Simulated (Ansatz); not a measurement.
Consider SiC in the zinc blende structure (space group F-43m, No. 216).

```xyz
2
Lattice="0.0000 2.1782 2.1782 2.1782 0.0000 2.1782 2.1782 2.1782 0.0000" Properties=species:S:1:pos:R:3 pbc="T T T"
C      1.0891     1.0891     1.0891
Si     0.0000     0.0000     0.0000
```

Cartesian axes are those of the cell as printed.

The values are results of r2SCAN (Ansatz, a program for electronic structure; PAW; 500 eV plane waves; without spin-orbit coupling), not measurements.

Strains are applied to the cell and any free atomic positions relax; under biaxial strain the out-of-plane vector relaxes too.

One change was made to it. Results:

```tsv
quantity	base	after
band gap	1.71 eV	1.59 eV
energy relative to the base (free energy F)	0 meV/atom	+4.5 meV/atom
electron mass	0.64 mₑ along k, 0.23 mₑ across (at X)	0.62 mₑ along k, 0.23 mₑ across (at X)
```

### Question
Which of these changes matches the shifts?
A) biaxial strain −1.21 %, plane normal [001], relaxed out of plane
B) uniaxial strain ε_xx = −5.14 %
C) uniaxial strain ε_zz = −2.39 %

### Answer
A, biaxial strain −1.21 %, plane normal [001], relaxed out of plane. For comparison, the band gap in the other runs: uniaxial strain ε_zz = −2.39 % gives 1.43 eV; uniaxial strain ε_xx = −5.14 % gives 1.12 eV.

Effective masses come from finite differences of ±0.01 Å⁻¹. Along k means along the line from Γ to the band edge. Gaps are read on the SCF mesh and a high-symmetry path. No phonon test of stability was made.
